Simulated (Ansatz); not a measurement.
Lattice constant a of TiC (model structure, from the CsCl type, Pm-3m, No. 221) at several levels of theory

No measured value is used here.

| level (code) | value (Å) |
|---|---|
| LDA (Ansatz) | 2.659 |
| PBE (Ansatz) | ___ |
| PBEsol (Ansatz) | 2.682 |
| PBE-D3(BJ) (Ansatz) | 2.680 |
| r²SCAN (Ansatz) | ___ |
| r²SCAN+rVV10 (Ansatz) | 2.699 |

Question: Complete the blanks.

Answer: 
- PBE (Ansatz, a first-principles code), value (Å): 2.711
- r²SCAN (Ansatz), value (Å): 2.704

Cutoffs differ between the levels. Ansatz's density-functional and Hartree–Fock values are scalar-relativistic unless marked +SOC, with PAW data made under PBE.

A model structure was made by putting elements into a prototype or built by hand; it is no filed structure, need not be a known phase, and can be a saddle point held by its symmetry.
